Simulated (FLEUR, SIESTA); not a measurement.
A FLEUR input for a self-consistent single point of Ta2O5 (I4/mmm, 7 atoms in the cell) (DFT, LDA (Vosko-Wilk-Nusair), all-electron FLAPW (FLEUR), scalar-relativistic valence):

Input of the input generator:

```
Ta2O5 FLAPW
&input film=f /
-5.0110340078 5.0110340078 9.0584494215
5.0110340078 -5.0110340078 9.0584494215
5.0110340078 5.0110340078 -9.0584494215
1.0
1.0 1.0 1.0

7
73 0.1980900000 0.1980900000 -0.0000000000
73 0.8019100000 0.8019100000 -0.0000000000
8 0.0000000000 0.0000000000 -0.0000000000
8 0.5000000000 0.0000000000 -0.0000000000
8 0.0000000000 -0.0000000000 0.5000000000
8 0.0000000000 0.5000000000 -0.0000000000
8 0.5000000000 0.5000000000 0.5000000000

&comp jspins=1 /
&exco xctyp='vwn' /
&kpt div1=6 div2=6 div3=6 gamma=t /
&end /
```

```xml
<?xml version="1.0" encoding="UTF-8" standalone="no"?>
<fleurInput fleurInputVersion="0.39">
   <comment>
      Ta2O5 FLAPW                                                                                         
   </comment>
   <calculationSetup>
      <cutoffs Kmax="4.7" Gmax="18.8" GmaxXC="18.8" numbands="0"/>
      <scfLoop itmax="60" minDistance="0.00001" maxIterBroyd="15" imix="Anderson" alpha="0.05" precondParam="0.0" spinf="2.0"/>
      <coreElectrons ctail="T" frcor="F" kcrel="0" coretail_lmax="0"/>
      <xcFunctional name="vwn" relativisticCorrections="F"/>
      <magnetism jspins="1"/>
      <soc l_soc="F" theta="0.0" phi="0.0" spav="F"/>
      <expertModes spex="0" secvar="F"/>
      <geometryOptimization l_f="T" forcealpha="1.0" forcemix="BFGS" epsdisp="0.00001" epsforce="0.00001"/>
      <ldaU l_linMix="F" mixParam="0.05" spinf="1.0"/>
   </calculationSetup>
   <cell>
      <bzIntegration valenceElectrons="84.0" mode="hist" fermiSmearingEnergy="0.0001">
         <kPointListSelection listName="default-1"/>
         <!-- k-points included here -->
         <xi:include xmlns:xi="http://www.w3.org/2001/XInclude" href="kpts.xml"> </xi:include>
      </bzIntegration>
      <!-- symmetry operations included here -->
      <xi:include xmlns:xi="http://www.w3.org/2001/XInclude" href="sym.xml"> </xi:include>
      <bulkLattice scale="1.0">
         <bravaisMatrix>
            <row-1>   -5.0110340078000002     5.0110340078000002     9.0584494215000007</row-1>
            <row-2>    5.0110340078000002    -5.0110340078000002     9.0584494215000007</row-2>
            <row-3>    5.0110340078000002     5.0110340078000002    -9.0584494215000007</row-3>
         </bravaisMatrix>
      </bulkLattice>
   </cell>
   <atomSpecies>
      <species name="Tantalum (Ta)" element="Ta" atomicNumber="73">
         <mtSphere radius="2.15" gridPoints="741" logIncrement="0.018"/>
         <atomicCutoffs lmax="8" lnonsphr="6"/>
         <electronConfig flipSpins="F">
            <coreConfig>(1s1/2) (2s1/2) (2p1/2) (2p3/2) (3s1/2) (3p1/2) (3p3/2) (4s1/2) (3d3/2) (3d5/2) (4p1/2) (4p3/2) (4d3/2) (4d5/2)</coreConfig>
            <valenceConfig>(5s1/2) (5p1/2) (5p3/2) (6s1/2) (4f5/2) (4f7/2) (5d3/2) (5d5/2)</valenceConfig>
            <stateOccupation state="(5d3/2)" spinUp="0.6" spinDown="0.6"/>
            <stateOccupation state="(5d5/2)" spinUp="0.9" spinDown="0.9"/>
         </electronConfig>
         <energyParameters s="6" p="6" d="5" f="5"/>
         <lo type="SCLO" l="0" n="5" eDeriv="0"/>
         <lo type="SCLO" l="1" n="5" eDeriv="0"/>
         <lo type="SCLO" l="3" n="4" eDeriv="0"/>
      </species>
      <species name="Oxygen (O)" element="O" atomicNumber="8">
         <mtSphere radius="1.20" gridPoints="417" logIncrement="0.025"/>
         <atomicCutoffs lmax="6" lnonsphr="4"/>
         <electronConfig flipSpins="F">
            <coreConfig>(1s1/2)</coreConfig>
            <valenceConfig>(2s1/2) (2p1/2) (2p3/2)</valenceConfig>
            <stateOccupation state="(2p1/2)" spinUp="0.6666666666667" spinDown="0.6666666666667"/>
            <stateOccupation state="(2p3/2)" spinUp="1.3333333333333" spinDown="1.3333333333333"/>
         </electronConfig>
         <energyParameters s="2" p="2" d="3" f="4"/>
      </species>
   </atomSpecies>
   <atomGroups>
      <atomGroup species="Tantalum (Ta)">
         <relPos label="                   1">.1980900000 .1980900000 .0000000000</relPos>
         <relPos label="                   2">-.1980900000 -.1980900000 .0000000000</relPos>
         <force calculate="T" relaxXYZ="TTT"/>
      </atomGroup>
      <atomGroup species="Oxygen (O)">
         <relPos label="                   3">.0000000000 .0000000000 .0000000000</relPos>
         <force calculate="T" relaxXYZ="TTT"/>
      </atomGroup>
      <atomGroup species="Oxygen (O)">
         <relPos label="                   4">1.000/2.000 .0000000000 .0000000000</relPos>
         <relPos label="                   5">.0000000000 .0000000000 1.000/2.000</relPos>
         <relPos label="                   6">.0000000000 1.000/2.000 .0000000000</relPos>
         <relPos label="                   7">1.000/2.000 1.000/2.000 1.000/2.000</relPos>
         <force calculate="T" relaxXYZ="TTT"/>
      </atomGroup>
   </atomGroups>
   <output dos="F" band="F" slice="F">
      <checks vchk="F" cdinf="F"/>
      <bandDOS minEnergy="-.5*Htr" maxEnergy="0.5*Htr" sigma="0.015" storeEVData="T"/>
      <vacuumDOS vacdos="F" integ="F" star="F" nstars="0" locx1="0.0" locy1="0.0" locx2="0.0" locy2="0.0" nstm="0" tworkf="0.0"/>
      <unfoldingBand unfoldBand="F" supercellX="1" supercellY="1" supercellZ="1"/>
      <plotting iplot="0" polar="F">
         <plot TwoD="T" vec1="  1.0  0.0  0.0" vec2="  0.0  1.0  0.0" vec3="  0.0  0.0  1.0" zero="  0.0  0.0  0.0" file="plot"/>
      </plotting>
      <chargeDensitySlicing numkpt="0" minEigenval="0.0" maxEigenval="0.0" nnne="0" pallst="F"/>
      <specialOutput eonly="F"/>
      <magneticCircularDichroism mcd="F" energyLo="-10.0" energyUp="0.0"/>
   </output>
  <!-- We include the file relax.xml here to enable relaxations (see documentation) -->
  <xi:include xmlns:xi="http://www.w3.org/2001/XInclude" href="relax.xml"> <xi:fallback/> </xi:include>
</fleurInput>
```

Write the same calculation as an input for SIESTA.

One input that does it (others would too):

```
# files in the folder: Ta.psml O.psml (PseudoDojo LDA standard)
SystemName  Ta2O5
SystemLabel Ta2O5

NumberOfAtoms                7
NumberOfSpecies              2
%block ChemicalSpeciesLabel
  1 73 Ta
  2 8 O
%endblock ChemicalSpeciesLabel
LatticeConstant              1.0 Ang
%block LatticeVectors
    -2.651725000    2.651725000    4.793525000
     2.651725000   -2.651725000    4.793525000
     2.651725000    2.651725000   -4.793525000
%endblock LatticeVectors
AtomicCoordinatesFormat      ScaledCartesian
%block AtomicCoordinatesAndAtomicSpecies
    -0.000000000    0.000000000    1.899098734  1
     0.000000000   -0.000000000    7.687951265  1
     0.000000000    0.000000000    0.000000000  2
    -1.325862500    1.325862500    2.396762500  2
     1.325862500    1.325862500   -2.396762500  2
     1.325862500   -1.325862500    2.396762500  2
     1.325862500    1.325862500    2.396762500  2
%endblock AtomicCoordinatesAndAtomicSpecies

XC.functional                LDA
XC.authors                   PW92
PAO.BasisSize                DZP
PAO.EnergyShift              0.01 Ry
MeshCutoff                   350 Ry
%block kgrid.MonkhorstPack
    6   0   0  0.0
    0   6   0  0.0
    0   0   6  0.0
%endblock kgrid.MonkhorstPack
OccupationFunction           FD
ElectronicTemperature        10 K

MaxSCFIterations             150
SCF.Mixer.Method             Pulay
SCF.Mixer.Weight             0.2
SCF.Mixer.History            8
SCF.DM.Tolerance             1.0E-05
Diag.ParallelOverK           true
WriteForces                  true
Charge.Mulliken              end
```

Basis settings and potentials, where a program has them, do not carry over. This input uses DFT, LDA PW92, numerical atomic orbitals DZP, PseudoDojo LDA standard norm-conserving potentials (rewritten from UPF to PSML). LDA parametrisations can differ slightly between programs.

The starting cell comes from a database of computed structures (which also holds hypothetical and non-ambient phases and stackings), without a prior relaxation at this level.
